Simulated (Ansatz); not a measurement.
## SrMgF4 (Cmc2₁, No. 36, 12 atoms in the cell; start COD 7218677)

Method: LDA (PAW; Ansatz, an electronic-structure program).

Numerical settings: plane-wave cutoff 520 eV, 10×10×6 k mesh (along the axes of the cell as run), Fermi–Dirac smearing 0.01 eV, scalar-relativistic PAW data made under PBE.

Cell (relaxed at this level):

```
MgSrF4
1.0
    1.93689    -7.05689     0.00000
    1.93689     7.05689     0.00000
    0.00000     0.00000     5.50670
Sr Mg F
2 2 8
Direct
  0.34149   0.65851   0.53947
  0.65851   0.34149   0.03947
  0.91538   0.08462   0.09455
  0.08462   0.91538   0.59455
  0.41567   0.58433   0.11691
  0.58433   0.41567   0.61691
  0.79732   0.20268   0.28833
  0.20268   0.79732   0.78833
  0.03580   0.96420   0.93443
  0.96420   0.03580   0.43443
  0.83662   0.16338   0.80931
  0.16338   0.83662   0.30931
```

For SrMgF4 (Cmc2₁, No. 36, 12 atoms in the cell; start COD 7218677), the band gap is 6.94 eV (on the SCF k mesh). The bulk modulus B0 is 76.7 GPa.

Note: the relaxation could not lower the start's symmetry, so the cell can be a saddle point above a distorted one; the bulk modulus is −V dP/dV from two relaxed cells at ±2 % in volume.

Spin–orbit coupling is not included.

Computing time: roughly 19 core-minutes.
